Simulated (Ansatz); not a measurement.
Effect of isotropic strain +5.67 % on GaN

Start from GaN in the wurtzite structure (space group P6_3mc, No. 186; a = 3.1831 Å, c = 5.1836 Å).

It is then changed as follows: every lattice vector is stretched by 5.67 %; the atoms relax in the strained cell.

Method: r2SCAN (Ansatz, a program for electronic structure), no spin-orbit coupling. k-mesh 12×12×7 (Γ-centred); smearing 0.05 eV (Fermi–Dirac).

* **Volume per atom**: 13.42 Å³ (base 11.37 Å³)
* **Space group**: P6_3mc (No. 186) (base P6_3mc (No. 186))
* **Shortest interatomic distance**: 3.883 bohr (base 3.677 bohr)
* **Energy relative to the base (free energy F)**: +168 meV/atom
* **Pressure (mean of the normal stresses, compression positive)**: -22.64 GPa (base 0.00 GPa)
* **Band gap**: 1.21 eV (base 2.35 eV)
* **Gap character**: direct at Γ (base direct at Γ)
* **Width of the top valence band**: 2.33 eV (base 2.85 eV)
* **Electron mass**: 0.098 mₑ along c, 0.11 mₑ across (at Γ) (base 0.17 mₑ along c, 0.19 mₑ across (at Γ))
* **Valence-band top at Γ (three highest levels, from the VBM)**: 0.00, 0.00, -0.01 eV (base 0.00, 0.00, -0.04 eV)

Masses are band curvatures over ±0.01 Å⁻¹ around the edge. No phonon test of stability was made.
